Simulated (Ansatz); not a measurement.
Consider MgS in the rock salt structure (space group Fm-3m, No. 225; a = 5.182 Å).

Calculations: PBEsol (Ansatz, a quantum-chemistry and plane-wave program, PAW, scalar-relativistic without spin-orbit coupling).

Strains are applied to the cell and any free atomic positions relax.

One change was made to it. Results:

```csv
quantity,base,after
smallest direct gap,3.69 eV,3.24 eV
energy relative to the base (free energy F),0 meV/atom,+14 meV/atom
```

Q: Which change produced these results?
A) isotropic strain +0.50 %
B) isotropic strain −3.00 %
C) isotropic strain −1.50 %
D) isotropic strain +2.00 %

A: D, isotropic strain +2.00 %. For comparison, the energy relative to the base in the other runs: isotropic strain +0.50 % gives +0.9 meV/atom; isotropic strain −1.50 % gives +9.0 meV/atom; isotropic strain −3.00 % gives +38 meV/atom.

Gaps are Kohn–Sham eigenvalue differences; semilocal functionals usually give less than the measured gap. No phonon test of stability was made.
